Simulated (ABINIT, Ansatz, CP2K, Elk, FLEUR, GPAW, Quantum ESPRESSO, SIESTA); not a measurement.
# Code comparison for Sr (Fm-3m, 1 atom in the cell)

Self-consistent single point, at a second geometry (lattice scaled by 0.98). First geometry:

```
Sr
1.0
    0.00000     3.03361     3.03361
    3.03361     0.00000     3.03361
    3.03361     3.03361     0.00000
Sr
1
Direct
  0.00000   0.00000   0.00000
```

Shared settings, as Ansatz (a first-principles code) writes them: kpoints.mp_grid.grid = 8 8 8; scf.occupations.method = fermi_dirac; scf.occupations.width = 0.1 eV. Potentials and cutoffs stand in the table.

```json
[
 {"code": "SIESTA", "model": "GGA PBE, numerical atomic orbitals DZP, PseudoDojo PBE standard norm-conserving potentials (rewritten from UPF to PSML)", "ΔF from the first geometry (meV/atom)": "79.1", "pressure (GPa)": "4.83", "cutoff": "grid 350 Ry"},
 {"code": "GPAW", "model": "PBE, GPAW PAW datasets PBE (gpaw-data 1.0.1)", "ΔF from the first geometry (meV/atom)": "5.6", "pressure (GPa)": "0.62", "cutoff": "550 eV"},
 {"code": "FLEUR", "model": "PBE, all-electron FLAPW (FLEUR), scalar-relativistic valence", "ΔF from the first geometry (meV/atom)": "4.0", "pressure (GPa)": "–", "cutoff": "Kmax 3.8 1/bohr"},
 {"code": "CP2K", "model": "PBE, GPW, DZVP-MOLOPT-SR-GTH basis, GTH-PBE potentials (GTH_POTENTIALS)", "ΔF from the first geometry (meV/atom)": "10.7", "pressure (GPa)": "0.94", "cutoff": "grid 500 Ry"},
 {"code": "ABINIT", "model": "PBE, norm-conserving pseudopotentials (PseudoDojo nc-sr-05 PBE standard)", "ΔF from the first geometry (meV/atom)": "3.9", "pressure (GPa)": "0.57", "cutoff": "925 eV"},
 {"code": "Ansatz", "model": "PBE, PAW files", "ΔF from the first geometry (meV/atom)": "3.9", "pressure (GPa)": "0.58", "cutoff": "default"},
 {"code": "Elk", "model": "PBE, all-electron FP-LAPW, Elk's shipped species files, APW+lo basis with extra local orbitals", "ΔF from the first geometry (meV/atom)": "5.0", "pressure (GPa)": "–", "cutoff": "rgkmax 8"},
 {"code": "Quantum ESPRESSO", "model": "PBE, PSlibrary PAW (PBE) pseudopotentials", "ΔF from the first geometry (meV/atom)": "3.9", "pressure (GPa)": "0.56", "cutoff": "45 Ry"}
]
```

A dash marks a value that a program does not give, or that is left out as unsure.

The spread over the programs that give each value: ΔF from the first geometry within 75.2 meV/atom; pressure within 4.27 GPa.

SIESTA and CP2K use small atom-centred bases, whose incompleteness enters pressures, forces and empty levels differently from a plane-wave cutoff. FLEUR and Elk treat all electrons, but the usual bases taken here (sphere radii, linearisation, local orbitals, empty states) were not tested for convergence, so the values are no reference for the others. Ansatz's pressure is given at a fixed set of plane waves, as the other plane-wave codes print theirs. In the pressure, SIESTA (by 4.25) lies more than 1 GPa from the median of the plane-wave programs.

The starting cell comes from a database of computed structures (which also holds hypothetical and non-ambient phases and stackings), without a prior relaxation at this level. For this run, on top of that: lattice scaled by 0.98.

Keys are those of Ansatz 0.2.
